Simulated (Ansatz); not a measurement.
```xyz
4
Lattice="4.0709 0.0000 0.0000 0.0000 4.0709 0.0000 0.0000 0.0000 4.0709" Properties=species:S:1:pos:R:3 pbc="T T T"
Al     0.0000     2.0355     2.0355
Al     2.0355     2.0355     0.0000
Al     2.0355     0.0000     2.0355
Sc     0.0000     0.0000     0.0000
```

The cell was generated from a structure type, relaxed within its symmetry, and need not be the phase found at ambient conditions.

Q: By how much do the lattice constants and the volume change from 300 K to 525 K (quasi-harmonic lattice dynamics, PBEsol density-functional theory in Ansatz (plane waves, PAW)), and how far does the bulk modulus soften?

A: a by 0.34 %, the volume by 1.01 %; B_T goes from 86.1 to 81.6 GPa. The crystal is held in this phase throughout; melting and phase transitions are not modelled.

Ansatz is an electronic-structure program.
